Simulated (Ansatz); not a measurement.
The reference is W in the bcc (W type) structure (space group Im-3m, No. 229; relaxed with 0.1 eV smearing).

```xyz
1
Lattice="-1.5676 1.5676 1.5676 1.5676 -1.5676 1.5676 1.5676 1.5676 -1.5676" Properties=species:S:1:pos:R:3 pbc="T T T"
W      0.0000     0.0000     0.0000
```

Cartesian axes are those of the cell as printed.

All numbers come from LDA (Ansatz, a program for electronic structure; PAW; 420 eV plane waves; scalar-relativistic without spin-orbit coupling).

One thing is altered: tensor shear ε_xy = +0.86 % (engineering shear γ = 0.0172), atoms relaxed at fixed cell.

**Question.** Predict the new energy relative to the base and stress.

**Answer.** The energy grows by 2.1 meV/atom; the stress (xx, yy, zz, yz, xz, xy; compression positive) is (0.1, 0.1, 0.1, 0.0, 0.0, -2.6) GPa.

The cells carry an imposed strain or load. Whether these cells are dynamically stable was not tested. The final runs are not spin-polarised.
